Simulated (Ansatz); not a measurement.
## Element substitutions in hypothetical Fm-3m WSe2

Take WSe2 (space group Fm-3m, No. 225; a = 6.119 Å; a hypothetical phase, not in the database extracts checked) as the base.

Each row replaces one element on all its sites; cell and atoms are relaxed.

Method: PBEsol/PAW in Ansatz (an electronic-structure program), spin-orbit coupling left out.

```
variant  volume per atom  band gap
-------  ---------------  --------
base            19.09 Å³      zero
Se → I          24.26 Å³   0.57 eV
Se → Ge         18.44 Å³      zero
W → Os          17.93 Å³      zero
W → Mo          19.01 Å³      zero
```

Spin-orbit coupling, missing from the scalar runs, can matter with I and W. No phonon test of stability was made. As relaxed here, WI2, WGe2, OsSe2 and MoSe2 are hypothetical phases, not in the database extracts checked. The final runs are not spin-polarised. WSe2, WGe2 and MoSe2 have a high density of states at the Fermi level and may be magnetic at this level.
